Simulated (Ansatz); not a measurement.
**OH on the 1x1 (101) surface of anatase TiO2 (cut with top plane O), one in a 2x1 cell, started at the site 'over Ti at depth 0.9 Å'**

Host crystal: anatase TiO2, with a band gap (PBE, scalar-relativistic without spin-orbit coupling).

These are PBE (plane waves to 420 eV, PAW; Ansatz, an electronic-structure program) values and carry that method's errors.

Model: 38-atom slab, 9.4 Å thick at the start under the adsorbate (thin: gaps and levels are the slab's own), 3x4x1 mesh, Fermi-Dirac 0.01 eV, dipole correction, 14 atoms held, the rest relaxed; no symmetry held; spin-polarised, ending with about 1.0 μB a cell; orders that need a larger cell were not tried, no spin-orbit, no U, no dispersion correction. At the end it is bonded to Ti. In PBE this state lies 0.06 eV over the lowest of the starts that converged ('top O #2').

```
Item                                                                                                                     Value
--------------------------------------------------------------------------------------  --------------------------------------
adsorption energy against H2O(g) − ½ H2(g)                                                                             2.35 eV
gap of the slab on its k-mesh                                                                                          0.81 eV
highest filled level below the top vacuum level                                                                        7.16 eV
change of the step from the bottom to the top vacuum level, against the clean slab                                    -0.30 eV
energy released by relaxation                                                                                          0.50 eV
height of the binding atom over the mean of the host atoms within 0.3 Å of the top one                                125.0 pm
magnetic moment of the cell                                                                                            1.00 μB
nearest host atoms of the binding atom                                                  Ti at 2.08 Å, O at 2.16 Å, O at 2.76 Å
largest move of a host atom                                                                                             0.13 Å
cost                                                                                                   roughly 50 core-minutes
```

A negative adsorption energy means that the adsorbate is more stable on the surface than in its reference.
